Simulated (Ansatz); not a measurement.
An Ansatz (a program for electronic structure) run: Be2Si; r2SCAN/PAW in Ansatz, without spin-orbit coupling.

Input:

Ansatz 0.2 input:
```yaml
crystal:
  lattice:
    - [0, 2.6415875333, 2.6415875333]
    - [2.6415875333, 0, 2.6415875333]
    - [2.6415875333, 2.6415875333, 0]
  atoms:
    - { symbol: Si, position: [0, 0, 0] }
    - { symbol: Be, position: [0.25, 0.25, 0.25] }
    - { symbol: Be, position: [0.75, 0.75, 0.75] }
basis: { ecutwfc: 500, ecutrho_ratio: 4, xc_grid: 4, fft_grid_basis: typed }
kpoints: { mp_grid: { grid: [15, 15, 15] } }
hamiltonian:
  xc: r2scan
  dispersion: none
  pseudopotentials: { kind: paw }
scf: { occupations: { method: fermi_dirac, width: 0.05 }, convergence: { dr2_threshold: 0.0000000003 } }
output: { forces: true, stress: true }
```

Output (explanatory and most iteration lines left out):

```
Pseudopotential: Si, paw, valence charge 4
Pseudopotential: Be, paw, valence charge 2
Crystal: 3 atoms, lattice volume = 36.866 Å³
Basis set: ecut = 500 eV, 941 PW (Γ), exchange–correlation on 120×120×120 points (64 copies of the dense FFT grid, shifted against one another)
Bands: 8, of which v1, the nominal top of the filled ones, is band 4 counted from 1 (3 counted from 0)
Symmetry: 48 space group operations
Space group: Fm-3m (ITA 225), of the structure as read, at distance tolerance 3.3e-5 Å
k-points: 120 of 3375
Functional: x = r2scan, c = r2scan; τ floored in thin density (d = 2e-4 eV/Å³)
SCF iter   1: F=—  HF=-824.928666 eV  |F-HF|=—  |Δ(HF+E_count)|=         —  Δρ=3.52e-3  dr2=4.11e-3  dr2_τ=4.46e-2  ethr=1.77e-3  ⟨swp⟩=6.0  Hψ=8398  notcnv=0
SCF iter   2: F=—  HF=-824.987163 eV  |F-HF|=—  |Δ(HF+E_count)|=   5.85e-2  Δρ=2.74e-3  dr2=2.38e-3  dr2_τ=1.94e-5  ethr=5.13e-5  ⟨swp⟩=2.1  Hψ=2892  notcnv=0
SCF 1 converged in 9 iterations: F = -824.987211 eV  dr2 = 7.65e-12
SCF converged after 9 iterations
Free energy (F): -824.987211 eV
Internal energy: -824.983604 eV  (E = F + TS)
E sigma→0 (E₀):  -824.985408 eV
Entropy (-TS):   -0.003606 eV (-1.202 meV/atom)
Fermi energy:    7.469144 eV
--- Forces (eV/Å), atoms counted from 1 ---
  atom   1  Si    -0.00000000     0.00000000    -0.00000000
  atom   2  Be     0.00000000    -0.00000000    -0.00000000
  atom   3  Be     0.00000000    -0.00000000     0.00000000
--- Stress (GPa, compression-positive) ---
       -0.000007      -0.000000       0.000000
       -0.000000      -0.000007       0.000000
        0.000000       0.000000      -0.000007
  P = ⅓ Tr σ = -0.0000 GPa (-0.000 kbar)
```

Whether these cells are dynamically stable was not tested. All final runs are without spin polarisation. The cell is Be2Si (space group Fm-3m, No. 225; a model cell, its experimental status unchecked).
